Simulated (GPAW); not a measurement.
Band structure of Mg₃CdO₄ (Pm-3m, 8 atoms in the cell).

```
Mg3CdO4
1.0
    4.44664     0.00000     0.00000
    0.00000     4.44664     0.00000
    0.00000     0.00000     4.44664
Mg Cd O
3 1 4
Direct
  0.00000   0.50000   0.50000
  0.50000   0.00000   0.50000
  0.50000   0.50000   0.00000
  0.00000   0.00000   0.00000
  0.50000   0.00000   0.00000
  0.00000   0.50000   0.00000
  0.00000   0.00000   0.50000
  0.50000   0.50000   0.50000
```

Level of theory: PBEsol, GPAW PAW datasets PBEsol (made by gpaw-setup) (plane waves; GPAW).

Settings: mode = pw; ecut = 900 eV; xc = PBEsol; kpts = 6 6 6; mesh shift (steps) = 0 0 0; occupations.name = fermi-dirac; occupations.width = 0 eV; nbands = -4; convergence.forces = 0.001 eV/Å; convergence.bands = -2; symmetry.symmorphic = false; symmetry.tolerance = 0.0005; maxiter = 120; bandpath_npoints = 40.

The starting cell comes from a database of computed structures (which also holds hypothetical and non-ambient phases and stackings), without a prior relaxation at this level.

Predict the gap along the standard path and the places of the band edges.

The gap along the path is 0.95 eV, from R to Γ; the smallest direct gap on it is 2.78 eV.

Levels in eV from the top of the valence band on the SCF mesh, bands 30 to 37:
```csv
point,30,31,32,33,34,35,36,37
Γ,-2.95,-1.83,-1.83,-1.83,0.95,5.16,6.55,6.55
X,-2.53,-2.43,-2.18,-2.18,4.45,4.71,7.82,8.47
M,-2.28,-2.27,-2.27,0.00,5.97,6.07,6.07,6.29
R,-2.01,-2.01,0.00,0.00,4.81,4.81,4.81,4.98
```
